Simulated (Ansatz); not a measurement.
**Au, response to strain**

Start from Au in the fcc (Cu type) structure (space group Fm-3m, No. 225; a = 4.083 Å; relaxed with 0.1 eV smearing).

Strains are applied to the cell and any free atomic positions relax.

Level of theory: PBEsol (Ansatz, an electronic-structure program; PAW; 420 eV plane waves; no SOC).

Candidates:
(a) isotropic strain −2.00 %
(b) isotropic strain −2.50 %
(c) isotropic strain +2.50 %

Notes on the quantities. energy relative to the base: free energy F.

Q: Order them by energy relative to the base, lowest first.

A: (a) isotropic strain −2.00 % (+37 meV/atom), (c) isotropic strain +2.50 % (+46 meV/atom), (b) isotropic strain −2.50 % (+59 meV/atom)

Stability against distortions was not tested.
